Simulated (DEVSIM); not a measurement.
System: abrupt InP n-p junction, at 350 K.

Layer 1 from the left is InP, thickness (μm) 0.200, Nd (cm⁻³) 1.9e16, τn (s) 4e-8, τp (s) 4e-8. Layer 2 from the left is InP, thickness (μm) 4.00, Na (cm⁻³) 1.9e15, τn (s) 4e-8, τp (s) 4e-8.

Left contact: ohmic. Right contact: ohmic. Voltage is applied to the left contact. Recombination: SRH at mid-gap. Mobility is μmin + (μ − μmin)/(1 + (N/Nref)^α).

This is a model device: material constants are rounded textbook-type values typed into the input, and sizes, dopings and lifetimes were drawn at random. Values at 300 K; Nc and Nv go as T^1.5, mobilities as T to minus their exponent, the gap by Varshni's rule with the affinity fixed.

InP: gap (eV) 1.344, affinity (eV) 4.38, permittivity 12.5, Nc (cm⁻³) 5.7e17, Nv (cm⁻³) 1.1e19, μn (cm²/Vs) 5200, μp (cm²/Vs) 170, μn,min 400, μp,min 10, Nref,n 3e17, Nref,p 4.9e17, αn 0.47, αp 0.62, T exponent of μn 2, T exponent of μp 2, Varshni α (eV/K) 0.000363, Varshni β (K) 162.

DEVSIM, 1D drift-diffusion, Boltzmann statistics, complete ionisation; no tunnelling, impact ionisation, image-force lowering or self-heating.

Dark forward current:

| |V| (V) | |J| (A/cm²) |
|---|---|
| 0.05 | 1.684e-8 |
| 0.10 | 5.397e-8 |
| 0.15 | 1.421e-7 |
| 0.20 | 3.595e-7 |
| 0.25 | 9.191e-7 |
| 0.30 | 2.467e-6 |
| 0.35 | 7.246e-6 |
| 0.40 | 2.421e-5 |
| 0.45 | 9.328e-5 |
| 0.50 | 0.0004055 |
| 0.55 | 0.001912 |
| 0.60 | 0.009438 |
| 0.65 | 0.04768 |
| 0.70 | 0.2427 |
| 0.75 | 1.222 |
| 0.80 | 5.773 |
| 0.85 | 22.79 |
| 0.90 | 68.22 |
| 0.95 | 157.9 |
| 1.00 | 302.2 |
| 1.05 | 506.5 |
| 1.10 | 772.5 |
| 1.15 | 1100 |
| 1.20 | 1486 |
| 1.25 | 1927 |
| 1.30 | 2420 |

Q: Work out the local ideality factor n = ΔV / (kT/q · ln(J2/J1)) between the rows 0.15 and 0.20 V, 0.65 and 0.70 V, 1.25 and 1.30 V.

A: kT/q = 30.16 mV. From 0.15 to 0.20 V: ln(3.595e-7/1.421e-7) = 0.928, n = 1.79. From 0.65 to 0.70 V: ln(0.2427/0.04768) = 1.627, n = 1.02, near the 1 of diffusion or emission over a barrier. From 1.25 to 1.30 V: ln(2420/1927) = 0.228, n = 7.28.

Q: Estimate the current at 0.65 V from the Shockley equation with J0 = Σ q ni² D/(N L) coth(W/L), τ joining the SRH, radiative and Auger lifetimes that are on, and W taken as the whole layer.

A: ni² = 7.54e17 cm⁻⁶; holes in the n layer: μ = 111 cm²/Vs, D = 3.35 cm²/s, τ = 4.00e-8 s, L = 3.66 μm, W/L = 0.055, term 1.07e-12 A/cm²; electrons in the p layer: μ = 3520 cm²/Vs, D = 106 cm²/s, τ = 4.00e-8 s, L = 20.6 μm, W/L = 0.19, term 1.71e-11 A/cm². J0 = 1.82e-11 A/cm², and J = J0 exp(qV/kT) = 0.0416 A/cm². The simulation gives 0.0477 A/cm²; the estimate lies 13 % below. The estimate leaves out recombination in the depletion region and that region's share of W.
